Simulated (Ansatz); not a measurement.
Data:

```yaml
crystal:
  lattice:
    - [-2.47927, 2.47927, 2.47927]
    - [2.47927, -2.47927, 2.47927]
    - [2.47927, 2.47927, -2.47927]
  atoms:
    - { symbol: Ba, position: [0.00000, 0.00000, 0.00000] }
```

No spin polarisation.

A single point on Ba with a change (isotropic strain +1.57 %), its geometry relaxed with PBEsol.

Calculations: Ansatz (a quantum-chemistry and plane-wave program), r2SCAN, PAW, cutoff 500 eV, no SOC. Γ-centred 19×19×19 mesh, Fermi–Dirac width 0.1 eV.

Q: Predict the band gap and pressure.

A: 
```json
{
 "band_gap": "zero",
 "pressure": "0.6 GPa"
}
```

Single points use the geometry relaxed with PBEsol. No phonon test of stability was made. The cell was made from Ba in the bcc (W type) structure (space group Im-3m, No. 229) by this change: isotropic strain +1.57 %.
